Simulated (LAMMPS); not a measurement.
MD of CoAl (CsCl type) at zero pressure over temperature, 1024 atoms; each row names its start.

Method: classical MD, pair style meam, file MoCoNiVFeAlCr_2nn.meam; code LAMMPS.

```
T (K), start                                 state                    volume                  enthalpy  first peak of g(r), Al-Co  coordination number of Al by Co                        D(Al)                        D(Co)
-------------  -----------------------------------  ------------------------  ------------------------  -------------------------  -------------------------------  ---------------------------  ---------------------------
100, crystal   crystal; no diffusion seen in 30 ps  11.7382 ± 0.0001 Å³/atom  -4.4241 ± 0.0001 eV/atom        2.47 Å, height 20.4          8.0 (counted to 3.34 Å)                            -                            -
200, crystal   crystal; no diffusion seen in 30 ps  11.7816 ± 0.0002 Å³/atom  -4.3980 ± 0.0001 eV/atom        2.48 Å, height 15.0          8.0 (counted to 3.42 Å)                            -                            -
300, crystal   crystal; no diffusion seen in 30 ps  11.8272 ± 0.0003 Å³/atom  -4.3715 ± 0.0001 eV/atom        2.48 Å, height 12.5          8.0 (counted to 3.42 Å)                            -                            -
1140, crystal  crystal; no diffusion seen in 30 ps    12.293 ± 0.001 Å³/atom  -4.1391 ± 0.0004 eV/atom         2.48 Å, height 6.5          8.0 (counted to 3.66 Å)                            -                            -
1420, crystal  crystal; no diffusion seen in 30 ps    12.489 ± 0.001 Å³/atom  -4.0565 ± 0.0005 eV/atom         2.48 Å, height 5.8         8.00 (counted to 3.78 Å)                            -                            -
1710, crystal  crystal; no diffusion seen in 30 ps    12.705 ± 0.001 Å³/atom  -3.9701 ± 0.0003 eV/atom         2.48 Å, height 5.2          8.0 (counted to 3.74 Å)                            -                            -
2280, crystal  crystal; no diffusion seen in 30 ps    13.231 ± 0.003 Å³/atom  -3.7853 ± 0.0007 eV/atom         2.49 Å, height 4.4         8.00 (counted to 3.74 Å)                            -                            -
1520, melt                                  liquid    13.947 ± 0.005 Å³/atom    -3.756 ± 0.001 eV/atom         2.48 Å, height 4.0         6.74 (counted to 3.38 Å)  (1.80 ± 0.09) × 10^-5 cm²/s  (1.71 ± 0.07) × 10^-5 cm²/s
1710, melt                                  liquid    14.241 ± 0.008 Å³/atom    -3.676 ± 0.001 eV/atom         2.47 Å, height 3.9         6.68 (counted to 3.42 Å)    (2.8 ± 0.1) × 10^-5 cm²/s    (2.9 ± 0.1) × 10^-5 cm²/s
1900, melt                                  liquid    14.549 ± 0.007 Å³/atom    -3.599 ± 0.001 eV/atom         2.47 Å, height 3.7         6.51 (counted to 3.42 Å)  (4.32 ± 0.09) × 10^-5 cm²/s  (3.81 ± 0.08) × 10^-5 cm²/s
2090, melt                                  liquid    14.826 ± 0.004 Å³/atom  -3.5278 ± 0.0010 eV/atom         2.47 Å, height 3.4         6.48 (counted to 3.46 Å)    (5.9 ± 0.3) × 10^-5 cm²/s    (5.7 ± 0.4) × 10^-5 cm²/s
2380, melt                                  liquid    15.309 ± 0.006 Å³/atom  -3.4158 ± 0.0008 eV/atom         2.47 Å, height 3.2         6.24 (counted to 3.46 Å)    (9.2 ± 0.3) × 10^-5 cm²/s    (8.8 ± 0.2) × 10^-5 cm²/s
2660, melt                                  liquid    15.790 ± 0.008 Å³/atom    -3.311 ± 0.001 eV/atom         2.47 Å, height 3.0         6.14 (counted to 3.50 Å)  (1.23 ± 0.05) × 10^-4 cm²/s  (1.15 ± 0.03) × 10^-4 cm²/s
```

Caution (rows 1140, crystal; 1420, crystal; 1710, crystal; 2280, crystal; 1520, melt; 1710, melt; 1900, melt; 2090, melt; 2380, melt; 2660, melt): a run this short can hold a crystal over, or a liquid under, the potential's own melting point, which these runs don't give.

From the crystal rows between 100 and 300 K, estimate the mean linear expansion coefficient and the heat capacity. The slope of ln V over three gives 13 × 10^-6 /K, and dH/dT = 3.0 kB/atom. Nuclei are classical here, so the heat capacity stays near 3 kB/atom, where a real crystal's falls off below its Debye temperature.

Fit an Arrhenius law to the diffusion of Al in the liquid. ln D against 1/T from 1520 to 2660 K gives an activation energy of 0.59 eV and D0 = 0.0016 cm²/s.

Fit an Arrhenius law to the diffusion of Co in the liquid. ln D against 1/T from 1520 to 2660 K gives an activation energy of 0.58 eV and D0 = 0.0015 cm²/s.

States go by the mean squared displacement: a species diffuses where it passes 1.5 Å², still rises and gives D over 1e-6 cm²/s; a crystal has left its structure where atoms lie 0.35 Å off their sites on average or a cubic box changes its shape by 3 %, or the axial ratios of another lie 8 % off the starting cell's, which the potential's own relaxation can also do.

Errors of D are the spread over four groups of atoms in one short run; a floor of about 5 %, a picked value, is safer.

Uncertainties are statistical and leave out the potential's own error.
